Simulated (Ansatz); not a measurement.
## CrAuO$_{2}$ (space group R-3m, No. 166; ferromagnetic; a model cell, its experimental status unchecked)

```
CELL_PARAMETERS angstrom
      1.49245     0.86167     6.09144
     -1.49245     0.86167     6.09144
      0.00000    -1.72334     6.09144
ATOMIC_POSITIONS crystal
  Au 0.00000 0.00000 0.00000
  Cr 0.50000 0.50000 0.50000
  O  0.11343 0.11343 0.11343
  O  0.88657 0.88657 0.88657
```

Method: PBEsol, PAW, 420 eV (Ansatz, an electronic-structure program; without spin-orbit coupling). Settings: 13×13×13 k-points, 0.05 eV Fermi–Dirac smearing.

| Property | Value |
|---|---|
| Volume per atom | 11.75 Å³ |
| Density | 9.93 g/cm³ |
| Band gap | 0.46 eV, indirect, k = (0, 0.385, -0.385) in the run's primitive reciprocal basis → Γ |
| Electron mass | 0.24 mₑ along c, 2.4 mₑ across |
| Magnetic state | ferromagnetic |
| Total energy | -4369.490 eV/atom (σ→0; compares only within this code and set-up) |

With Au present, leaving out spin-orbit coupling can change the band edges. Effective masses come from finite differences of ±0.01 Å⁻¹. No phonon test of stability was made. No Hubbard U is applied and the magnetic state is the run's own (CrAuO2 ferromagnetic); small cells can't hold the antiferromagnetic order that many such compounds have, so gaps and moments can be off. A gap here joins edges of opposite spin (a spin-flip gap).
